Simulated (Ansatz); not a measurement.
The parent structure is ZnIn₂O₄ (space group I-4, No. 82; a = 4.6949 Å, c = 10.0269 Å; a hypothetical phase, not in the database extracts checked). Axes: x, y, z lie along a, b, c of the conventional cell.

It is then changed as follows: biaxial strain +0.57 %, plane normal [001], relaxed out of plane (Cartesian); in-plane vectors clamped, the third vector and the atoms free.

Levels (all Ansatz, an electronic-structure program, PAW): PBEsol (420 eV, no spin-orbit coupling); r2SCAN (500 eV, no spin-orbit coupling); HSE06 (420 eV, without spin-orbit coupling).

At the geometry relaxed with PBEsol, these levels gave the following band gaps, in shuffled order: (a) 2.38 eV, (b) 1.29 eV, (c) 0.84 eV.

Task: Match each gap to its level.

Result: (a) HSE06; (b) r2SCAN; (c) PBEsol.

Single points use the geometry relaxed with PBEsol. No phonon test of stability was made.
